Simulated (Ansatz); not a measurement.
A calculation on CsH (Pm-3m, No. 221; start mp-632319; another space group than a measured phase of this formula) returned lattice constant a 3.638 Å, formation enthalpy -0.306 eV/atom.

Task: Which level of theory produced these numbers?
(A) r²SCAN-D4 (Ansatz, a program for electronic structure)
(B) LDA (Ansatz)
(C) r²SCAN+rVV10 (Ansatz)
(D) r²SCAN (Ansatz)

Result: B, LDA (Ansatz)

The others give: r²SCAN+rVV10 3.761 Å, -0.300 eV/atom; r²SCAN 3.816 Å, -0.245 eV/atom; r²SCAN-D4 3.780 Å, -0.312 eV/atom.

Unless a cell is named, each level is at its own relaxed cell (LDA 24.08, r²SCAN 27.79, r²SCAN-D4 27.00, r²SCAN+rVV10 26.61 Å³/atom).

Caveats: the relaxation could not lower the start's symmetry, so the cell can be a saddle point above a distorted one (r²SCAN+rVV10, r²SCAN, r²SCAN-D4, LDA). Ansatz's density-functional and Hartree–Fock values are scalar-relativistic unless marked +SOC, with PAW data made under PBE.

A start named mp-… is a Materials Project structure, which can be a computed phase never made.
